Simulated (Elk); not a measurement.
Band structure of Zr (P6_3/mmc, 2 atoms in the cell).

```
Zr
1.0
    3.20587     0.00000     0.00000
   -1.60293     2.77636     0.00000
    0.00000     0.00000     5.11895
Zr
2
Direct
  0.33333   0.66667   0.25000
  0.66667   0.33333   0.75000
```

Method of the run: PBE, all-electron FP-LAPW, Elk's shipped species files, APW+lo basis with extra local orbitals run with Elk 10.2.4.

Settings: xctype = 20; rgkmax = 7.5; swidth = 0.00367493 Ha; ngridk = 16 16 9; gmaxvr = 16 1/bohr; nxlo = 2; lorbcnd = true; lmaxi = 3; maxscl = 100.

The starting cell comes from a database of computed structures (which also holds hypothetical and non-ambient phases and stackings), without a prior relaxation at this level. Its lattice was rescaled by a random factor within 2.5 % of one. Values depend on the basis (sphere radii, cutoffs, local orbitals), which need not be converged.

Levels in eV from the Fermi level, bands 9 to 16:
```
point      9     10     11     12    13    14    15    16
-----  -----  -----  -----  -----  ----  ----  ----  ----
Γ      -5.67  -3.07   0.89   0.89  1.02  1.27  1.60  1.60
M      -2.62  -2.51  -2.18  -0.13  0.58  0.83  1.51  5.09
K      -2.15  -1.33  -1.33  -1.11  0.29  0.29  1.86  4.45
A      -3.94  -3.94   0.06   0.06  0.80  0.80  0.80  0.80
L      -2.91  -2.91  -1.07  -1.07  1.74  1.74  2.30  2.30
H      -1.45  -1.45  -1.27  -1.27  0.02  0.02  2.10  2.10
```

Bands cross the Fermi level along this path, so the cell is metallic at this level.
